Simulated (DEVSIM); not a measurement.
Device: abrupt Si p-n junction, at 350 K.

```
layer (left to right)  material  thickness (μm)  Nd (cm⁻³)  Na (cm⁻³)  τn (s)  τp (s)
---------------------  --------  --------------  ---------  ---------  ------  ------
1                            Si           0.160          -     4.8e15  2.4e-5  2.4e-5
2                            Si            25.0     1.1e15          -  2.4e-5  2.4e-5
```

Left contact: ohmic. Right contact: ohmic. Voltage is applied to the left contact. Recombination: SRH at mid-gap, radiative. Gap narrowing is on: ΔEg = 6.92 meV × (l + √(l² + 0.5)), l = ln(N/1.3e17 cm⁻³), shared equally by both band edges. Mobility is μmin + (μ − μmin)/(1 + (N/Nref)^α).

The device is made up for the run: typed textbook-type constants, with dimensions and the other settings drawn at random. Values at 300 K; Nc and Nv go as T^1.5, mobilities as T to minus their exponent, the gap by Varshni's rule with the affinity fixed.

```csv
parameter,Si
gap (eV),1.124
affinity (eV),4.05
permittivity,11.7
Nc (cm⁻³),2.86e19
Nv (cm⁻³),3.1e19
μn (cm²/Vs),1417
μp (cm²/Vs),470
"μn,min",52
"μp,min",45
"Nref,n",9.7e16
"Nref,p",2.2e17
αn,0.68
αp,0.72
T exponent of μn,2.3
T exponent of μp,2.2
B (cm³/s),4.7e-15
Varshni α (eV/K),0.000473
Varshni β (K),636
```

Simulated with DEVSIM: 1D drift-diffusion, Boltzmann statistics, complete ionisation; no tunnelling, impact ionisation, image-force lowering or self-heating.

The temperature was swept, all else fixed.

```json
[
 {"temperature (K)": "250", "largest field in the device at zero bias (V/cm)": "14000", "potential step across the device at zero bias (V)": "0.739"},
 {"temperature (K)": "300", "largest field in the device at zero bias (V/cm)": "13000", "potential step across the device at zero bias (V)": "0.634"},
 {"temperature (K)": "350", "largest field in the device at zero bias (V/cm)": "(withheld)", "potential step across the device at zero bias (V)": "0.525"},
 {"temperature (K)": "400", "largest field in the device at zero bias (V/cm)": "10000", "potential step across the device at zero bias (V)": "0.413"},
 {"temperature (K)": "450", "largest field in the device at zero bias (V/cm)": "8400", "potential step across the device at zero bias (V)": "0.299"},
 {"temperature (K)": "500", "largest field in the device at zero bias (V/cm)": "6700", "potential step across the device at zero bias (V)": "0.186"}
]
```

Problem. Fill in the missing entries.

Solution. 
- 350, largest field in the device at zero bias (V/cm): 12000
